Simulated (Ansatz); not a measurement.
Base system: GaN in the wurtzite structure (space group P6_3mc, No. 186; a = 3.152 Å, c = 5.138 Å). Axes: x lies along a and z along c of the hexagonal cell.

Computed with Ansatz (a quantum-chemistry and plane-wave program), LDA, PAW, cutoff 420 eV, spin-orbit coupling left out.

Strains are applied to the cell and any free atomic positions relax; under biaxial strain the out-of-plane vector relaxes too.

One change was made to it. Results:

```json
[
 {"quantity": "gap character", "base": "direct at Γ", "after": "direct at Γ"},
 {"quantity": "band gap", "base": "2.13 eV", "after": "2.15 eV"},
 {"quantity": "width of the top valence band", "base": "2.92 eV", "after": "2.99 eV"},
 {"quantity": "volume per atom", "base": "11.05 Å³", "after": "10.95 Å³"}
]
```

Problem. What was done to the base?
(A) biaxial strain −3.00 %, plane normal [001], relaxed out of plane
(B) biaxial strain −1.20 %, plane normal [001], relaxed out of plane
(C) biaxial strain −2.40 %, plane normal [001], relaxed out of plane
(D) biaxial strain −0.60 %, plane normal [001], relaxed out of plane
(E) biaxial strain −1.80 %, plane normal [001], relaxed out of plane

Solution. D, biaxial strain −0.60 %, plane normal [001], relaxed out of plane. For comparison, the volume per atom in the other runs: biaxial strain −3.00 %, plane normal [001], relaxed out of plane gives 10.55 Å³; biaxial strain −1.80 %, plane normal [001], relaxed out of plane gives 10.75 Å³; biaxial strain −1.20 %, plane normal [001], relaxed out of plane gives 10.85 Å³; biaxial strain −2.40 %, plane normal [001], relaxed out of plane gives 10.65 Å³.

Stability against distortions was not tested.
